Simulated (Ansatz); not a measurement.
Cost and result by functional for the surface energy of the (21-31) surface of hcp Be in its 1x1 cell, outermost plane spacing 0.12 Å in the ideal cut, in Ansatz (plane waves, PAW). Single points on the PBE structure, on one kind of machine; costs are rough ratios of the slab run's core time (references not counted) to the cheapest single point. r2SCAN's cost holds its higher cutoff (500 against 420 eV). Differences are taken against r2SCAN for comparison alone: no measured value is at hand, so the table doesn't rank accuracy.

Slab: 30 atoms, 10.3 Å thick at the start (thin: gaps and levels are the slab's own); k 9x7x1, smearing 0.1 eV, dipole-corrected; all atoms relaxed; held to the start's symmetry, so lower structures may exist; no spin, no spin-orbit, no U. These notes are the PBE run's.

```tsv
functional	relative cost	surface energy (J/m²)	less r2SCAN (J/m²)
LDA	1	2.59	0.20
PBEsol	1	2.50	0.10
RPBE	1	2.17	-0.23
r2SCAN	2	2.40	0.00
PBE (the relaxed run's value)	–	2.32	-0.08
```

The values span 0.43 J/m², while the single points' costs differ by a factor of roughly 2. Differences are of unrounded values.

Ansatz is an electronic-structure program.
